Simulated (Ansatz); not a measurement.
How the c axis length of Sb2S3 (model structure, started from the A-La2O3 type, P-3m1, No. 164, 5 atoms in the cell) moves with the method

No measured value is used here.

Task: Put these levels in order of the c axis length that they give for Sb2S3 (model structure, started from the A-La2O3 type, P-3m1, No. 164, 5 atoms in the cell), smallest first: PBE (Ansatz, a program for electronic structure), PBE-D3(BJ) (Ansatz), PBEsol (Ansatz).

Result: PBE-D3(BJ) (9.299 Å), PBEsol (9.474 Å), PBE (10.329 Å)

Ansatz's density-functional and Hartree–Fock values are scalar-relativistic unless marked +SOC, with PAW data made under PBE.

A model structure was made by putting elements into a prototype or built by hand; it is no filed structure, need not be a known phase, and can be a saddle point held by its symmetry.
